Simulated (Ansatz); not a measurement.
Base system: C (space group I4_132, No. 214; a = 4.1052 Å; a hypothetical phase, not in the database extracts checked; relaxed with 0.1 eV smearing).

Calculations: Ansatz (an electronic-structure program), PBEsol, PAW, cutoff 420 eV, scalar-relativistic without spin-orbit coupling.

Before the change:

```
Quantity    Value
--------  -------
Pressure  0.0 GPa
Band gap     zero
```

Now apply this change: an isotropic linear strain of −2.80 %, atoms relaxed at fixed cell.

Q: What does the calculation give for the energy relative to the base after the change?

A: The energy rises by 54 meV/atom.

Q: Predict the new pressure.

A: The pressure goes from zero to 26.1 GPa.

Q: What happens to the band gap?

A: The band gap stays zero.

Whether these cells are dynamically stable was not tested.
